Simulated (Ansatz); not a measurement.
Base system: SrSnSe3 in the cubic perovskite structure (space group Pm-3m, No. 221; a hypothetical phase, not in the database extracts checked).

```
SrSnSe3
1.0
    5.32276     0.00000     0.00000
    0.00000     5.32276     0.00000
    0.00000     0.00000     5.32276
Sr Sn Se
1 1 3
Direct
  0.00000   0.00000   0.00000
  0.50000   0.50000   0.50000
  0.00000   0.50000   0.50000
  0.50000   0.50000   0.00000
  0.50000   0.00000   0.50000
```

Cartesian axes are those of the cell as printed.

Level of theory: Kohn–Sham DFT with the PBE functional, run in Ansatz (a program for electronic structure) with PAW and 420 eV plane waves, no SOC.

Strains are applied to the cell and any free atomic positions relax; under stress the whole cell relaxes.

One change was made to it. Results:

| quantity | base | after |
|---|---|---|
| energy relative to the base (free energy F) | 0 meV/atom | +12 meV/atom |
| band gap | zero | zero |

Task: Name the change that was made.
A. uniaxial strain ε_xx = +1.89 %
B. uniaxial stress, 0.5 GPa tension along x
C. uniaxial strain ε_xx = +3.96 %

Result: C, uniaxial strain ε_xx = +3.96 %. For comparison, the energy relative to the base in the other runs: uniaxial strain ε_xx = +1.89 % gives +2.9 meV/atom; uniaxial stress, 0.5 GPa tension along x gives +0.3 meV/atom.

Without a gap, meshes like the base's 9×9×9 leave anisotropic stresses uncertain by several tenths of a GPa, and small strain energies with them. Stability under load was not tested beyond the relaxation. The final runs are not spin-polarised. Many cubic perovskites are stable only at high temperature; tilts and polar distortions were not tested.
